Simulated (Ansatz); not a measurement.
AlN (model structure, started from the BeO type, P4₂/mnm, No. 136, 8 atoms in the cell), treated with LDA in Ansatz (plane waves, PAW).

Numerical settings: plane-wave cutoff 520 eV, 6×6×12 k mesh (along the axes of the cell as run), Fermi–Dirac smearing 0.01 eV, scalar-relativistic PAW data made under PBE.

Computed at the level's own relaxed cell.

```xyz
8
Lattice="5.2507 0.0000 0.0000 0.0000 5.2507 0.0000 0.0000 0.0000 3.0847" Properties=species:S:1:pos:R:3 pbc="T T T"
Al     1.6956     3.5551     0.0000
Al     3.5551     1.6956     0.0000
Al     4.3209     4.3209     1.5424
Al     0.9298     0.9298     1.5424
N      1.6551     1.6551     0.0000
N      3.5956     3.5956     0.0000
N      0.9703     4.2804     1.5424
N      4.2804     0.9703     1.5424
```

Q: List the 22 lowest band energies at Γ above −25 eV (eV, relative to the valence band maximum), grouping those that round alike.

A: At Γ: -15.08, -12.94 (×2), -12.64, -6.07, -5.04, -3.83 (×2), -2.81, -2.10, -0.86 (×2), -0.52, -0.11 (×2), -0.01, 4.00, 5.98, 6.48, 7.17 (×2), 9.03.

Note: the relaxation could raise the start's symmetry but not lower it, so the cell can be a saddle point.

A model structure was made by putting elements into a prototype or built by hand; it is no filed structure, need not be a known phase, and can be a saddle point held by its symmetry.

Ansatz is a first-principles code.
